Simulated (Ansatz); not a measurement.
## Converging zone-centre phonons against the mesh: VW (Cmmm, 2 atoms in the cell)

```xyz
2
Lattice="1.5528 -2.2305 0.0000 1.5528 2.2305 0.0000 0.0000 0.0000 4.2928" Properties=species:S:1:pos:R:3 pbc="T T T"
V      0.0000     0.0000     0.0000
W      1.5528     0.0000     2.1464
```

Method of the run: LDA (PW92), default PAW files made with PBE (plane waves; Ansatz, an electronic-structure program).

Base settings: basis.ecutwfc = 420 eV; kpoints.mp_grid.grid = 13 13 8; hamiltonian.xc = lda; hamiltonian.pseudopotentials = {kind: paw} (the program's default PAW files); scf.occupations.method = gaussian; scf.occupations.width = 0.1 eV.

In this ladder: phonons.method = dfpt.

Frequencies are those of the unrelaxed cell, without the LO-TO term of polar crystals.

Only quantities that move along the ladder and can be compared are tabulated.

Core times come from one kind of shared machine, to one figure; runs under 30 s give none.

The starting cell comes from a database of computed structures (which also holds hypothetical and non-ambient phases and stackings), without a prior relaxation at this level. Its lattice was rescaled by up to half a per cent. Spin polarisation is off. In the base run, with a pressure of about -14 GPa the cell is away from its equilibrium volume at this level.

Steps (kpoints.mp_grid.grid): 4 4 2; 4 4 3; 5 5 3; 7 7 4; 8 8 5; 10 10 6; 12 12 7; 15 15 9; 19 19 11; 23 23 14.

Q: What is the coarsest kpoints.mp_grid.grid that holds the highest zone-centre frequency within 10 cm⁻¹ of the last step, with all finer ones?

A: 8 8 5; the step before is off by 22 cm⁻¹.

| kpoints.mp_grid.grid | highest zone-centre frequency (cm⁻¹) | core time / last (rough) |
|---|---|---|
| 4 4 2 | 225.7 | – |
| 4 4 3 | 269.0 | – |
| 5 5 3 | 241.9 | – |
| 7 7 4 | 269.2 | – |
| 8 8 5 | 252.4 | – |
| 10 10 6 | 242.6 | 0.1 |
| 12 12 7 | 250.2 | 0.1 |
| 15 15 9 | 243.6 | 0.3 |
| 19 19 11 | 245.3 | 0.6 |
| 23 23 14 | 247.6 | 1 |

Keys are those of Ansatz 0.2.
